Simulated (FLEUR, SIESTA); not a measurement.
A SIESTA input for a self-consistent single point of Mg₂Zn (P1, 6 atoms in the cell) (DFT, GGA PBEsol, numerical atomic orbitals DZP, PseudoDojo PBEsol standard norm-conserving potentials (rewritten from UPF to PSML)):

```
# files in the folder: Mg.psml Zn.psml (PseudoDojo PBEsol standard)
SystemName  Mg2Zn
SystemLabel mg2zn

NumberOfAtoms                6
NumberOfSpecies              2
%block ChemicalSpeciesLabel
  1 12 Mg
  2 30 Zn
%endblock ChemicalSpeciesLabel
LatticeConstant              5.376003 Ang
%block LatticeVectors
     0.884192215   -0.467123065    0.000000000
     0.884192215    0.467123065    0.000000000
     0.000000000    0.000000000    0.881461562
%endblock LatticeVectors
AtomicCoordinatesFormat      Bohr
%block AtomicCoordinatesAndAtomicSpecies
    11.794145321    2.946096623    6.675051676  1
     6.126813223   -2.905612044    2.266347170  1
    11.779323928   -2.820490501    2.218053282  1
     6.228236459    2.910011201    6.711659392  1
     9.081830543   -1.734681858    6.814488747  2
     8.885631241    1.604681325    2.179153106  2
%endblock AtomicCoordinatesAndAtomicSpecies

XC.functional                GGA
XC.authors                   PBEsol
PAO.BasisSize                DZP
PAO.EnergyShift              0.01 Ry
MeshCutoff                   300 Ry
%block kgrid.MonkhorstPack
    5   0   0  0.0
    0   5   0  0.0
    0   0   5  0.0
%endblock kgrid.MonkhorstPack
OccupationFunction           MP
OccupationMPOrder            0
ElectronicTemperature        0.272 eV

MaxSCFIterations             150
SCF.Mixer.Method             Pulay
SCF.Mixer.Weight             0.1
SCF.Mixer.History            8
SCF.DM.Tolerance             1.0E-05
Diag.ParallelOverK           true
WriteForces                  true
Charge.Mulliken              end
```

Translate this input to FLEUR.

One input that does it (others would too):

Input of the input generator:

```
Mg2Zn FLAPW
&input film=f /
8.9826619553 -4.7455841791 0.0000000000
8.9826619553 4.7455841791 0.0000000000
0.0000000000 0.0000000000 8.9549207758
1.0
1.0 1.0 1.0

6
12 0.3460910000 0.9668990000 0.7454060000
12 0.6471740000 0.0348970000 0.2530840000
12 0.9528400000 0.3585000000 0.2476910000
12 0.0400790000 0.6532830000 0.7494940000
30 0.6882880000 0.3227520000 0.7609770000
30 0.3255280000 0.6636700000 0.2433470000

&comp jspins=1 /
&exco xctyp='PBEs' /
&kpt div1=5 div2=5 div3=5 /
&end /
```

```xml
<?xml version="1.0" encoding="UTF-8" standalone="no"?>
<fleurInput fleurInputVersion="0.39">
   <comment>
      Mg2Zn FLAPW                                                                                         
   </comment>
   <calculationSetup>
      <cutoffs Kmax="4.1" Gmax="16.4" GmaxXC="16.4" numbands="0"/>
      <scfLoop itmax="80" minDistance="0.00001" maxIterBroyd="15" imix="Anderson" alpha="0.05" precondParam="0.0" spinf="2.0"/>
      <coreElectrons ctail="T" frcor="F" kcrel="0" coretail_lmax="0"/>
      <xcFunctional name="PBEs" relativisticCorrections="F"/>
      <magnetism jspins="1"/>
      <soc l_soc="F" theta="0.0" phi="0.0" spav="F"/>
      <expertModes spex="0" secvar="F"/>
      <geometryOptimization l_f="T" forcealpha="1.0" forcemix="BFGS" epsdisp="0.00001" epsforce="0.00001"/>
      <ldaU l_linMix="F" mixParam="0.05" spinf="1.0"/>
   </calculationSetup>
   <cell>
      <bzIntegration valenceElectrons="64.0" mode="gauss" fermiSmearingEnergy="0.00999582">
         <kPointListSelection listName="default-1"/>
         <!-- k-points included here -->
         <xi:include xmlns:xi="http://www.w3.org/2001/XInclude" href="kpts.xml"> </xi:include>
      </bzIntegration>
      <!-- symmetry operations included here -->
      <xi:include xmlns:xi="http://www.w3.org/2001/XInclude" href="sym.xml"> </xi:include>
      <bulkLattice scale="1.0">
         <bravaisMatrix>
            <row-1>    8.9826619552999993    -4.7455841790999997     0.0000000000000000</row-1>
            <row-2>    8.9826619552999993     4.7455841790999997     0.0000000000000000</row-2>
            <row-3>    0.0000000000000000     0.0000000000000000     8.9549207757999998</row-3>
         </bravaisMatrix>
      </bulkLattice>
   </cell>
   <atomSpecies>
      <species name="Magnesium (Mg)" element="Mg" atomicNumber="12">
         <mtSphere radius="1.96" gridPoints="677" logIncrement="0.017"/>
         <atomicCutoffs lmax="8" lnonsphr="6"/>
         <electronConfig flipSpins="F">
            <coreConfig>(1s1/2)</coreConfig>
            <valenceConfig>(2s1/2) (2p1/2) (2p3/2) (3s1/2)</valenceConfig>
         </electronConfig>
         <energyParameters s="3" p="3" d="3" f="4"/>
         <lo type="SCLO" l="0" n="2" eDeriv="0"/>
         <lo type="SCLO" l="1" n="2" eDeriv="0"/>
      </species>
      <species name="Zinc (Zn)" element="Zn" atomicNumber="30">
         <mtSphere radius="2.61" gridPoints="899" logIncrement="0.014"/>
         <atomicCutoffs lmax="10" lnonsphr="8"/>
         <electronConfig flipSpins="F">
            <coreConfig>(1s1/2) (2s1/2) (2p1/2) (2p3/2) (3s1/2) (3p1/2) (3p3/2)</coreConfig>
            <valenceConfig>(4s1/2) (3d3/2) (3d5/2)</valenceConfig>
         </electronConfig>
         <energyParameters s="4" p="4" d="3" f="4"/>
         <lo type="HELO" l="2" n="4" eDeriv="0"/>
      </species>
   </atomSpecies>
   <atomGroups>
      <atomGroup species="Magnesium (Mg)">
         <relPos label="                   1">.3460910000 -.0331010000 -.2545940000</relPos>
         <force calculate="T" relaxXYZ="TTT"/>
      </atomGroup>
      <atomGroup species="Magnesium (Mg)">
         <relPos label="                   2">-.3528260000 .0348970000 .2530840000</relPos>
         <force calculate="T" relaxXYZ="TTT"/>
      </atomGroup>
      <atomGroup species="Magnesium (Mg)">
         <relPos label="                   3">-.0471600000 .3585000000 .2476910000</relPos>
         <force calculate="T" relaxXYZ="TTT"/>
      </atomGroup>
      <atomGroup species="Magnesium (Mg)">
         <relPos label="                   4">.0400790000 -.3467170000 -.2505060000</relPos>
         <force calculate="T" relaxXYZ="TTT"/>
      </atomGroup>
      <atomGroup species="Zinc (Zn)">
         <relPos label="                   5">-.3117120000 .3227520000 -.2390230000</relPos>
         <force calculate="T" relaxXYZ="TTT"/>
      </atomGroup>
      <atomGroup species="Zinc (Zn)">
         <relPos label="                   6">.3255280000 -.3363300000 .2433470000</relPos>
         <force calculate="T" relaxXYZ="TTT"/>
      </atomGroup>
   </atomGroups>
   <output dos="F" band="F" slice="F">
      <checks vchk="F" cdinf="F"/>
      <bandDOS minEnergy="-.5*Htr" maxEnergy="0.5*Htr" sigma="0.015" storeEVData="T"/>
      <vacuumDOS vacdos="F" integ="F" star="F" nstars="0" locx1="0.0" locy1="0.0" locx2="0.0" locy2="0.0" nstm="0" tworkf="0.0"/>
      <unfoldingBand unfoldBand="F" supercellX="1" supercellY="1" supercellZ="1"/>
      <plotting iplot="0" polar="F">
         <plot TwoD="T" vec1="  1.0  0.0  0.0" vec2="  0.0  1.0  0.0" vec3="  0.0  0.0  1.0" zero="  0.0  0.0  0.0" file="plot"/>
      </plotting>
      <chargeDensitySlicing numkpt="0" minEigenval="0.0" maxEigenval="0.0" nnne="0" pallst="F"/>
      <specialOutput eonly="F"/>
      <magneticCircularDichroism mcd="F" energyLo="-10.0" energyUp="0.0"/>
   </output>
  <!-- We include the file relax.xml here to enable relaxations (see documentation) -->
  <xi:include xmlns:xi="http://www.w3.org/2001/XInclude" href="relax.xml"> <xi:fallback/> </xi:include>
</fleurInput>
```

Basis, cutoffs, solver keys and any potentials are the target program's own. This input uses DFT, PBEsol, all-electron FLAPW (FLEUR), scalar-relativistic valence.

The starting cell comes from a database of computed structures (which also holds hypothetical and non-ambient phases and stackings), without a prior relaxation at this level. For this run, on top of that: atoms moved at random.
